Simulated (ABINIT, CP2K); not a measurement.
A CP2K input for a self-consistent single point of Ge (Fd-3m, 2 atoms in the cell) (DFT PBE, GPW, DZVP-MOLOPT-PBE-GTH basis, GTH-PBE potentials (POTENTIAL_UZH)):

```
&GLOBAL
  PROJECT bulk
  RUN_TYPE ENERGY_FORCE
  PRINT_LEVEL MEDIUM
&END GLOBAL
&FORCE_EVAL
  METHOD Quickstep
  STRESS_TENSOR ANALYTICAL
  &DFT
    BASIS_SET_FILE_NAME BASIS_MOLOPT_UZH
    POTENTIAL_FILE_NAME POTENTIAL_UZH
    &QS
      METHOD GPW
      EPS_DEFAULT 1E-10
    &END QS
    &MGRID
      CUTOFF 400
      REL_CUTOFF 40
      NGRIDS 5
    &END MGRID
    &SCF
      SCF_GUESS ATOMIC
      EPS_SCF 1E-6
      MAX_SCF 100
      ADDED_MOS 4
      &DIAGONALIZATION
        ALGORITHM STANDARD
      &END DIAGONALIZATION
      &MIXING
        METHOD BROYDEN_MIXING
        ALPHA 0.3
        NBUFFER 12
        BETA 1
      &END MIXING
      &SMEAR ON
        METHOD FERMI_DIRAC
        ELECTRONIC_TEMPERATURE [K] 1160.45
      &END SMEAR
    &END SCF
    &KPOINTS
      SCHEME MONKHORST-PACK 8 8 8
      GAMMA_CENTERED T
    &END KPOINTS
    &XC
      &XC_FUNCTIONAL PBE
      &END XC_FUNCTIONAL
    &END XC
    &PRINT
      &MO
        EIGENVALUES T
        OCCUPATION_NUMBERS T
        NDIGITS 8
        FILENAME mo
        &EACH
          QS_SCF 0
        &END EACH
        ADD_LAST NUMERIC
      &END MO
      &MULLIKEN ON
      &END MULLIKEN
    &END PRINT
  &END DFT
  &SUBSYS
    &CELL
      A 3.90848300 0.00000000 0.00000000
      B 1.95424200 3.38484600 0.00000000
      C 1.95424200 1.12828200 3.19126300
      PERIODIC XYZ
    &END CELL
    &COORD
      SCALED
      Ge       0.50000000     0.50000000     0.50000000
      Ge       0.75000000     0.75000000     0.75000000
    &END COORD
    &KIND Ge
      BASIS_SET DZVP-MOLOPT-PBE-GTH-q4
      POTENTIAL GTH-PBE-q4
    &END KIND
  &END SUBSYS
  &PRINT
    &FORCES ON
    &END FORCES
    &STRESS_TENSOR ON
    &END STRESS_TENSOR
  &END PRINT
&END FORCE_EVAL
```

Q: Translate this input to ABINIT.

A: One input that does it (others would too):

```
# Ge, JTH v2.0 PBE PAW
pp_dirpath "./"
pseudos "Ge.GGA_PBE-JTH.xml"
acell 7.3859628779 7.3859628779 7.3859628779
rprim
        -0.0000000000    0.7071067812    0.7071067812
         0.7071067812   -0.0000000000    0.7071067812
         0.7071067812    0.7071067812   -0.0000000000
natom 2
ntypat 1
znucl 32
typat 1 1
xcart
         2.7637150000    2.7637150000    2.7637150000
         4.1455725000    4.1455725000    4.1455725000
      Angstrom
ecut 571 eV
pawecutdg 1143 eV
pawovlp -1
pawxcdev 0
occopt 3
tsmear 0.00367493
nband 19
kptopt 1
ngkpt 8 8 8
nshiftk 1
shiftk 0 0 0
nstep 80
tolvrs 1.0e-10
prtwf 0
prtden 0
enunit 2
```

Basis, cutoffs, solver keys and any potentials are the target program's own. This input uses DFT, PBE, plane waves, PAW (JTH v2.0 PBE PAW). Both were run: pressure 10.47 GPa in CP2K and 9.19 in ABINIT.

On ABINIT: the starting cell comes from a database of computed structures (which also holds hypothetical and non-ambient phases and stackings), without a prior relaxation at this level. Its lattice was rescaled by a random factor within 2.5 % of one. For this run, on top of that: lattice scaled by 0.98. With a pressure of about 9 GPa the cell is away from its equilibrium volume at this level.

On CP2K: the starting cell comes from a database of computed structures (which also holds hypothetical and non-ambient phases and stackings), without a prior relaxation at this level. Its lattice was rescaled by a random factor within 2.5 % of one. For this run, on top of that: lattice scaled by 0.98. Values carry the incompleteness of an atom-centred basis. With a pressure of about 10 GPa the cell is away from its equilibrium volume at this level.
